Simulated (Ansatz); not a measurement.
Consider SnO2 in the rutile structure (space group P4_2/mnm, No. 136; a = 4.722 Å, c = 3.190 Å). Axes: x, y, z lie along a, b, c of the conventional cell.

The values are results of LDA (Ansatz, a program for electronic structure, PAW, without spin-orbit coupling), not measurements.

One thing is altered: an isotropic linear strain of +2.40 %; the atoms relax in the strained cell.

Task: Predict the stress tensor and what it implies for the stiffness.

Result: Stress of the strained cell less that of the base (GPa, compression positive):
```
 -11.42    0.00    0.00
   0.00  -11.42    0.00
   0.00    0.00  -15.02
```

Then B = −ΔP/(ΔV/V₀) with ΔV/V₀ = 0.0737 gives secant stiffness values (nonlinear terms included at this strain): B (at held cell shape, above the free-shape value) ≈ 171 GPa.

As a check, the harmonic strain energy −½ V₀ Δσ:ε is 34 meV/atom; the computed energy rise is 37 meV/atom.

Stability against distortions was not tested.
